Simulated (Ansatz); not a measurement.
Here is the system:

```
C
1.0
    2.42929     0.00000     0.00000
   -1.21464     2.10383     0.00000
    0.00000     0.00000     4.04836
C
4
Direct
  0.33333   0.66667   0.00063
  0.66667   0.33333   0.50063
  0.33333   0.66667   0.37437
  0.66667   0.33333   0.87437
```

Computed with r2SCAN, rigid bands (plane waves, PAW, scalar-relativistic; Ansatz, an electronic-structure program). Condition of this run: hydrostatic pressure of 44 GPa (compression positive) (the target of the relaxation). Geometry: cell and atoms relaxed with PBEsol, then loaded as said.

Q: Predict the hole conductivity mass (n e² τ/σ) at 300 K, by direction if it differs.

A: 0.43 (x), 0.43 (y), 0.62 (z) mₑ.

Q: Predict the electron conductivity mass (n e² τ/σ) at 300 K, by direction if it differs.

A: 0.44 (x), 0.44 (y), 0.26 (z) mₑ.

Q: And the band gap?

A: 3.21 eV at this level; semilocal functionals usually fall short of the measured gap.

Rigid bands, one relaxation time for all states, no polarons. Spin-orbit coupling is left out. Geometry: cell and atoms relaxed with PBEsol.
